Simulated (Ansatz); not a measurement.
Take ZnSe in the zinc blende structure (space group F-43m, No. 216; a = 5.634 Å) as the base.

One thing is altered: full substitution Se → S, then cell and atoms are relaxed.

Levels (all Ansatz, an electronic-structure program, PAW): PBEsol (420 eV, scalar-relativistic without spin-orbit coupling); r2SCAN (500 eV, no spin-orbit coupling); HSE06 (420 eV, no SOC).

One geometry, relaxed with PBEsol, under each level:

Notes on the quantities. hole mass: degenerate bands, along [100].

| level | band gap | lowest conduction level above the VBM at special points | electron mass | hole mass | pressure |
|---|---|---|---|---|---|
| PBEsol | 2.09 eV | Γ 2.09 eV; X 3.17 eV; L 3.24 eV; U 3.95 eV | 0.17 mₑ (at Γ) | 0.18, 0.68, 0.68 mₑ (at Γ) | 0.01 GPa |
| r2SCAN | 2.79 eV | Γ 2.79 eV; X 3.66 eV; L 3.86 eV; U 4.47 eV | 0.20 mₑ (at Γ) | 0.22, 0.66, 0.66 mₑ (at Γ) | 1.50 GPa |
| HSE06 | 3.46 eV | Γ 3.46 eV; X 4.32 eV; L 4.61 eV | – | – | – |

Single points use the geometry relaxed with PBEsol. Their cutoffs differ, which shifts pressures a little. Effective masses come from finite differences of ±0.01 Å⁻¹. Whether these cells are dynamically stable was not tested.
